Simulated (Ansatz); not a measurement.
The reference is ZnS in the zinc blende structure (space group F-43m, No. 216; a = 5.389 Å). Axes: x, y, z lie along the cube axes.

Calculations: DFT with r2SCAN, PAW potentials and a 500 eV plane-wave cutoff in Ansatz (an electronic-structure program), without spin-orbit coupling.

One thing is altered: the cell is scaled by 1.0188 in all directions, atoms relaxed at fixed cell.

Question: Predict the stress tensor and what it implies for the stiffness.

Answer: Stress of the strained cell less that of the base (GPa, compression positive):
```
  -3.89    0.00    0.00
   0.00   -3.89    0.00
   0.00    0.00   -3.89
```

Then B = −ΔP/(ΔV/V₀) with ΔV/V₀ = 0.0575 gives secant stiffness values (nonlinear terms included at this strain): B ≈ 68 GPa.

As a check, the harmonic strain energy −½ V₀ Δσ:ε is 13 meV/atom; the computed energy rise is 14 meV/atom.

Stability against distortions was not tested.
